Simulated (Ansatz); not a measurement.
Consider the following.

```
SrIr2
1.0
    0.00000     3.81988     3.81988
    3.81988     0.00000     3.81988
    3.81988     3.81988     0.00000
Sr Ir
2 4
Direct
  0.75000   0.75000   0.75000
  0.50000   0.50000   0.50000
  0.12500   0.62500   0.12500
  0.12500   0.12500   0.12500
  0.62500   0.12500   0.12500
  0.12500   0.12500   0.62500
```

A single point on SrIr2, its geometry relaxed with PBEsol.

Computed with DFT with PBEsol, PAW potentials and a 420 eV plane-wave cutoff in Ansatz (an electronic-structure program), with spin-orbit coupling. k-mesh 11×11×11 (Γ-centred); smearing 0.05 eV (Fermi–Dirac).

Predict the band gap.

Zero.

Estimate the pressure.

0.6 GPa.

Single points use the geometry relaxed with PBEsol. Stability against distortions was not tested. The cell is SrIr2 in the cubic Laves (MgCu2 type) structure (space group Fd-3m, No. 227).
